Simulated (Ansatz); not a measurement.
# Au, response to strain

Consider Au in the fcc (Cu type) structure (space group Fm-3m, No. 225; a = 4.048 Å; relaxed with 0.1 eV smearing).

Strains are applied to the cell and any free atomic positions relax.

Level of theory: LDA (Ansatz, a program for electronic structure), spin-orbit coupling left out.

Notes on the quantities. energy relative to the base: free energy F.

```json
[
 {"case": "base", "energy relative to the base": "0 meV/atom", "shortest interatomic distance": "2.862 Å", "pressure": "0.0 GPa"},
 {"case": "isotropic strain −2.50 %", "energy relative to the base": "+64 meV/atom", "shortest interatomic distance": "2.791 Å", "pressure": "18.3 GPa"},
 {"case": "isotropic strain −2.00 %", "energy relative to the base": "+40 meV/atom", "shortest interatomic distance": "2.805 Å", "pressure": "14.0 GPa"},
 {"case": "isotropic strain −1.50 %", "energy relative to the base": "+22 meV/atom", "shortest interatomic distance": "2.819 Å", "pressure": "10.0 GPa"},
 {"case": "isotropic strain −1.00 %", "energy relative to the base": "+9.5 meV/atom", "shortest interatomic distance": "2.834 Å", "pressure": "6.4 GPa"},
 {"case": "isotropic strain +0.50 %", "energy relative to the base": "+2.2 meV/atom", "shortest interatomic distance": "2.876 Å", "pressure": "-2.8 GPa"},
 {"case": "isotropic strain +1.50 %", "energy relative to the base": "+19 meV/atom", "shortest interatomic distance": "2.905 Å", "pressure": "-7.6 GPa"},
 {"case": "isotropic strain +2.00 %", "energy relative to the base": "+33 meV/atom", "shortest interatomic distance": "2.919 Å", "pressure": "-9.7 GPa"},
 {"case": "isotropic strain +2.50 %", "energy relative to the base": "___", "shortest interatomic distance": "2.934 Å", "pressure": "___"},
 {"case": "isotropic strain +3.00 %", "energy relative to the base": "+71 meV/atom", "shortest interatomic distance": "2.948 Å", "pressure": "-13.3 GPa"}
]
```

Task: Some entries are withheld; estimate them.

Result: 
- isotropic strain +2.50 %, energy relative to the base: +50 meV/atom
- isotropic strain +2.50 %, pressure: -11.6 GPa

No phonon test of stability was made.
